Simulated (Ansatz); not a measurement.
CdS with two functionals

The parent structure is CdS in the zinc blende structure (space group F-43m, No. 216; a = 5.927 Å).

(Cell as relaxed with PBE.)

Levels (all Ansatz, an electronic-structure program, PAW): PBE (420 eV, no SOC); r2SCAN (500 eV, without spin-orbit coupling).

Each level relaxes its own structure.

| quantity | PBE | r2SCAN |
|---|---|---|
| volume per atom | 26.02 Å³ | … |
| lattice parameter a | 5.927 Å | … |
| band gap | 1.04 eV | … |
| gap character | direct at Γ | … |
| electron mass | 0.12 mₑ | … |
| hole mass (degenerate bands, along [100]) | 0.13, 0.82, 0.82 mₑ | … |

Problem. Given the PBE results, estimate those of r2SCAN.

Solution. 
- volume per atom, r2SCAN: 25.38 Å³
- lattice parameter a, r2SCAN: 5.878 Å
- band gap, r2SCAN: 1.54 eV
- gap character, r2SCAN: direct at Γ
- electron mass, r2SCAN: 0.15 mₑ
- hole mass (degenerate bands, along [100]), r2SCAN: 0.16, 0.78, 0.78 mₑ

PBE's volume per atom lies 0.64 Å³ above r2SCAN's (2.5 %); PBE's lattice parameter a lies 0.049 Å above r2SCAN's (0.8 %); PBE's band gap lies 0.50 eV below r2SCAN's; the two agree on the gap character. Neither level is exact; r2SCAN is the comparison here, not a measurement.

Effective masses come from finite differences of ±0.01 Å⁻¹. Whether these cells are dynamically stable was not tested.
